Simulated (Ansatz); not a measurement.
We consider BeS (model structure, started from the BN type, Pm-3n, No. 223, 12 atoms in the cell), described by LDA (Ansatz, an electronic-structure program, plane waves, PAW).

Numerical settings: plane-wave cutoff 520 eV, 6×6×6 k mesh, Fermi–Dirac smearing 0.01 eV, scalar-relativistic PAW data made under PBE.

Cell (relaxed at this level):

Space group Pm-3n (No. 223); a = b = c = 5.9131 Å, α = β = γ = 90.00°

```
atom  site  symmetry       x       y       z
----  ----  --------  ------  ------  ------
Be      6c     -4m.2  0.0000  0.5000  0.2500
S       6d     -4m.2  0.0000  0.2500  0.5000
```

Problem. What does this level give for the band gap, smallest direct gap on the k points sampled and direct gap at Γ?

Solution. 
- band gap = 2.99 eV (indirect)
- smallest direct gap on the k points sampled = 3.17 eV
- direct gap at Γ = 3.68 eV

Note: the relaxation could raise the start's symmetry but not lower it, so the cell can be a saddle point.

Static lattice: no zero-point or thermal effects.

A model structure was made by putting elements into a prototype or built by hand; it is no filed structure, need not be a known phase, and can be a saddle point held by its symmetry.
